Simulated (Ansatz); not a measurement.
**What pressure −2 GPa does to CoPdO2**

Take CoPdO$_{2}$ (space group R-3m, No. 166; a = 2.815 Å, c = 17.632 Å (hexagonal axes); non-magnetic) as the base.

Modification: hydrostatic tension (pressure −2 GPa).

All numbers come from PBEsol, PAW, 420 eV (Ansatz, an electronic-structure program; spin-orbit coupling left out). Γ-centred 17×17×17 mesh, Fermi–Dirac width 0.05 eV.

- Volume per atom = 10.17 Å³ (base 10.08 Å³)
- Density = 8.05 g/cm³ (base 8.13 g/cm³)
- Lattice parameter a = 2.826 Å (base 2.815 Å)
- c/a ratio = 6.249 (base 6.264)
- Shortest interatomic distance = 1.889 Å (base 1.884 Å)
- Enthalpy H = E + PV relative to the base's energy = -0.13 eV/atom
- Band gap = zero (base zero)

Load acts through the strain it causes; cell and atoms are relaxed under it. No phonon test of stability was made. Starting moments died away, wholly or in part, for the base; another magnetic solution may exist. No Hubbard U is applied and the magnetic state is the run's own (CoPdO2 not spin-polarised; CoPdO2 non-magnetic); small cells can't hold the antiferromagnetic order that many such compounds have, so gaps and moments can be off. All final runs are without spin polarisation. An odd electron count without spin: CoPdO2.
